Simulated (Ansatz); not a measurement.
KCSN (Pbcm, No. 57) was calculated with BLYP (Ansatz, a quantum-chemistry and plane-wave program, plane waves, PAW).

Numerical settings: plane-wave cutoff 520 eV, 6×6×6 k mesh, Fermi–Dirac smearing 0.01 eV, scalar-relativistic PAW data made under PBE.

Properties against volume:

Shape and atoms are relaxed at each volume.

```csv
V (Å³/atom),P (GPa),direct gap at Γ (eV)
22.841,0.50,4.171
23.317,0.23,4.111
23.793,0.00,4.057
24.269,-0.18,4.009
24.745,-0.31,3.972
```

A straight line through the gaps at Γ against ln V gives a volume deformation potential dE_g(Γ)/d ln V of -2.5 eV: the gap at Γ widens under compression.

Note: the cell is over a tenth larger than the published one: the level's own overestimate first of all, though another phase or state, or a fault of the published cell, is possible; the bulk modulus comes from volumes at which shape and atoms were relaxed.
